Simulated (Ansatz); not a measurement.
The starting structures come from a database of crystals and need not be the phases stable at ambient conditions.

 Where the default PAW files enter, the runs use the earlier of Ansatz's two default sets.

**Evanescent states of Ga₂AsP (R3m, not sure to be the ambient phase, 4 atoms a cell, 21.5 Å³ an atom) along the normal of (110)**

Level of theory: r2SCAN (plane waves, PAW; Ansatz, an electronic-structure program).

No gap correction and no spin-orbit coupling; mid-gap values are interpolated between computed energies.

Energies count from the valence-band top; κ is the least over a 6×6 mesh across the current.

| E (eV) | κ (1/Å) | where |
|---|---|---|
| 0.04 | 0.028 | Γ |
| 0.14 | 0.048 | Γ |
| 0.23 | 0.060 | Γ |
| 0.32 | 0.068 | Γ |
| 0.41 | 0.075 | Γ |
| 0.49 | 0.080 | Γ |
| 0.58 | 0.084 | Γ |
| 0.68 | 0.086 | Γ |
| 0.77 | 0.087 | Γ |
| 0.85 | 0.087 | Γ |
| 0.94 | 0.086 | Γ |
| 1.03 | 0.084 | Γ |
| 1.12 | 0.080 | Γ |
| 1.22 | 0.073 | Γ |
| 1.30 | 0.062 | Γ |
| 1.40 | 0.043 | Γ |

**Question.** How thick must the barrier be to attenuate the transmission by 10^8 when the electrodes' Fermi level lies at 0.94 eV, and what attenuation does that film give at 1.30 eV?

**Answer.** d = 8 ln 10 / (2 × 0.086) = 107.1 Å. At 1.30 eV it gives 8 × 0.062/0.086 = 5.8 decades.
